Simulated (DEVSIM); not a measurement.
Structure: abrupt GaAs p-n junction, at 300 K.

```csv
layer (left to right),material,thickness (μm),Nd (cm⁻³),Na (cm⁻³),τn (s),τp (s)
1,GaAs,4.10,-,3.3e17,9.2e-9,9.2e-9
2,GaAs,200,1.6e15,-,9.2e-9,9.2e-9
```

Left contact: ohmic. Right contact: ohmic. Voltage is applied to the left contact. Recombination: SRH at mid-gap, radiative. Mobility is μmin + (μ − μmin)/(1 + (N/Nref)^α).

Constants are typed, rounded textbook-type inputs, not results; the design itself was drawn at random and stands for no fabricated device. Values at 300 K; Nc and Nv go as T^1.5, mobilities as T to minus their exponent, the gap by Varshni's rule with the affinity fixed.

```csv
parameter,GaAs
gap (eV),1.424
affinity (eV),4.07
permittivity,12.9
Nc (cm⁻³),4.7e17
Nv (cm⁻³),9e18
μn (cm²/Vs),8500
μp (cm²/Vs),400
"μn,min",500
"μp,min",20
"Nref,n",6e16
"Nref,p",1.5e17
αn,0.39
αp,0.38
T exponent of μn,2.1
T exponent of μp,2.2
B (cm³/s),2e-10
Varshni α (eV/K),0.000541
Varshni β (K),204
```

DEVSIM, 1D drift-diffusion, Boltzmann statistics, complete ionisation; no tunnelling, impact ionisation, image-force lowering or self-heating.

The temperature was swept, all else fixed.

| temperature (K) | potential step across the device at zero bias (V) | dark forward voltage at 1 A/cm² (V) | largest field in the device at zero bias (V/cm) |
|---|---|---|---|
| 250 | 1.264 | (withheld) | 33000 |
| 300 | 1.192 | 1.012 | 35000 |
| 350 | 1.116 | 0.911 | 37000 |
| 400 | 1.038 | 0.808 | 38000 |
| 450 | 0.957 | 0.704 | 40000 |
| 500 | 0.875 | 0.599 | 41000 |

Question: Some entries are withheld; supply them.

Answer: 
- 250, dark forward voltage at 1 A/cm² (V): 1.111
